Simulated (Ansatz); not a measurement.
## Hypothetical zinc blende LuP: response to strain

Take LuP in the zinc blende structure (space group F-43m, No. 216; a = 6.137 Å; a hypothetical phase, not in the database extracts checked) as the base.

Strains are applied to the cell and any free atomic positions relax.

Method: r2SCAN (Ansatz, a program for electronic structure), spin-orbit coupling left out.

Notes on the quantities. energy relative to the base: free energy F.

```json
[
 {"isotropic strain (%)": "-2.62", "energy relative to the base (meV/atom)": "37.9"},
 {"isotropic strain (%)": "-0.82", "energy relative to the base (meV/atom)": "?"},
 {"isotropic strain (%)": "0", "energy relative to the base (meV/atom)": "0.0"},
 {"isotropic strain (%)": "0.65", "energy relative to the base (meV/atom)": "2.1"},
 {"isotropic strain (%)": "1.88", "energy relative to the base (meV/atom)": "17.3"}
]
```

Question: Fit ΔE = Aε² + Bε³ (ε in %) to the rows shown and predict the withheld row.

Answer: Least squares on the printed values gives A = 5.16 and B = -0.14 meV/atom (largest residual 0.0 meV/atom); this predicts 3.5 meV/atom, and the run gives 3.6 meV/atom, in agreement.

No phonon test of stability was made.
